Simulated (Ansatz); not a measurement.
Consider HfO2 (space group P4_2/nmc, No. 137; a = 3.577 Å, c = 5.203 Å).

Structures relaxed with r2SCAN (Ansatz, a program for electronic structure), scalar-relativistic without spin-orbit coupling.

Base:

Simulated powder pattern, Mo Kα, λ = 0.71073 Å (kinematic, ideal powder, no thermal factors, no anomalous dispersion; the 8 strongest lines at most, above 2 %, up to 2θ = 40°):

```json
[
 {"2θ (°)": "13.85", "I/Imax (%)": "100", "hkl": "(101)"},
 {"2θ (°)": "15.70", "I/Imax (%)": "13", "hkl": "(002)"},
 {"2θ (°)": "16.15", "I/Imax (%)": "23", "hkl": "(110)"},
 {"2θ (°)": "22.60", "I/Imax (%)": "36", "hkl": "(112)"},
 {"2θ (°)": "22.92", "I/Imax (%)": "18", "hkl": "(200)"},
 {"2θ (°)": "26.33", "I/Imax (%)": "19", "hkl": "(103)"},
 {"2θ (°)": "26.88", "I/Imax (%)": "35", "hkl": "(211)"},
 {"2θ (°)": "35.18", "I/Imax (%)": "15", "hkl": "(213)"}
]
```

Perturbation: a hydrostatic pressure of 1.5 GPa.

### Question
How do the reflections move or split?

### Answer

Simulated powder pattern, Mo Kα, λ = 0.71073 Å (kinematic, ideal powder, no thermal factors, no anomalous dispersion; the 8 strongest lines at most, above 2 %, up to 2θ = 40°):

```
2θ (°)  d (Å)  I/Imax (%)    hkl
------  -----  ----------  -----
13.88   2.940         100  (101)
15.76   2.591          13  (002)
16.18   2.524          23  (110)
22.67   1.808          36  (112)
22.97   1.785          18  (200)
26.42   1.555          19  (103)
26.94   1.526          35  (211)
35.28   1.173          15  (213)
```

The indices refer to the base's conventional cell; one index is shown for lines that coincide.

Load acts through the strain it causes; cell and atoms are relaxed under it. No phonon test of stability was made. This is not the structure that HfO2 has at room temperature and ambient pressure.
